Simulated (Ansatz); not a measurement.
## Several settings converged on LuTl3 (P4mm, 4 atoms in the cell)

```
CELL_PARAMETERS angstrom
      4.70204     0.00000     0.00000
      0.00000     4.70204     0.00000
      0.00000     0.00000     4.70204
ATOMIC_POSITIONS crystal
  Lu 0.00000 0.00000 0.01063
  Tl 0.00000 0.50000 0.50000
  Tl 0.50000 0.00000 0.50000
  Tl 0.50000 0.50000 0.00000
```

Base method: PBEsol, default PAW files made with PBE (plane waves; Ansatz, an electronic-structure program).

Base settings: basis.ecutwfc = 30.9 Ry; kpoints.mp_grid.grid = 5 5 5; hamiltonian.xc = pbesol; hamiltonian.pseudopotentials = {kind: paw} (the program's default PAW files); scf.occupations.method = fermi_dirac; scf.occupations.width = 0.0073 Ry.

The count of work is k-points × plane waves × bands × iterations; it is no time. 

**The cutoff for other potential files**

Level: DFT, PBEsol, plane waves, harder PAW files (source: ansatz) made with PBE.

In this ladder: hamiltonian.pseudopotentials = {kind: paw, source: ansatz}.

The second cell is the first with its lattice scaled by 0.98.

The mesh stays at the base's, so the ladder's end is converged at best in this setting alone.

The first pressure column holds Ansatz's estimate of the finite-basis (Pulay) stress, which hides part of the cutoff error; the other is without it.

Only quantities that move along the ladder and can be compared are tabulated.

```tsv
basis.ecutwfc	free energy less the last step's (meV/atom)	energy of the compressed cell less the first (meV/atom)	pressure (GPa)	pressure without the Pulay estimate (GPa)	largest difference of a force vector from the last step's (eV/Å)	count of work / last
22.4 Ry	16888.65	-216.50	1.46	-707.01	0.196	0.11
27.6 Ry	1740.96	-23.70	-1.68	-86.12	0.006	0.13
34.9 Ry	68.32	-2.12	-1.74	-6.47	0.000	0.21
42.6 Ry	0.97	-1.08	-1.74	-1.82	0.000	0.28
50 Ry	0.37	-1.08	-1.74	-1.74	0.000	0.35
59.9 Ry	0.23	-1.07	-1.74	-1.74	0.000	0.46
75 Ry	0.10	-1.07	-1.74	-1.74	0.000	0.65
100 Ry	0.00	-1.07	-1.74	-1.74	0.000	1.0
```

Coarsest basis.ecutwfc that holds the free energy within 2 meV/atom of the last step, with all finer ones: 42.6 Ry, at 0.28 of the last step's count of work; the step before is off by 68 meV/atom.

Coarsest basis.ecutwfc that holds the pressure without the Pulay estimate within 1 GPa of the last step, with all finer ones: 42.6 Ry, at 0.28 of the last step's count of work; the step before is off by 4.7 GPa.

Coarsest basis.ecutwfc that holds the energy of the compressed cell less the first within 2 meV/atom of the last step, with all finer ones: 34.9 Ry, at 0.21 of the last step's count of work; the step before is off by 23 meV/atom.

At the lowest cutoff the pressure without the Pulay estimate lies 705 GPa under the last step's, the usual sign of Pulay stress in an incomplete plane-wave basis.

**The relaxed cell against the cutoff**

On LuTl₃ (Pm-3m, 4 atoms in the cell): atoms on their sites.

In this ladder: relax = cell and atoms.

The mesh stays at the base's, so the ladder's end is converged at best in this setting alone.

Only quantities that move along the ladder and can be compared are tabulated.

```csv
basis.ecutwfc,relaxed volume (Å³/atom),relaxation steps
18.4 Ry,25.231,22
21.7 Ry,25.100,11
26.1 Ry,25.124,6
30.9 Ry,25.118,5
37.1 Ry,25.115,5
46.3 Ry,25.114,5
61.7 Ry,25.114,5
```

Coarsest basis.ecutwfc that holds the relaxed volume within 0.025 Å³/atom of the last step, with all finer ones: 21.7 Ry; the step before is off by 0.12 Å³/atom.

At the lowest cutoff the cell relaxes to a volume 0.5 % larger than at the highest. Ansatz relaxes on a stress corrected for the finite basis.

On the base run: the starting cell comes from a database of computed structures (which also holds hypothetical and non-ambient phases and stackings), without a prior relaxation at this level. Its lattice was rescaled by up to half a per cent. One atom was moved a little off its site on purpose.

Left out of this page: 1 run of the series failed or unconverged.

Keys are those of Ansatz 0.2.
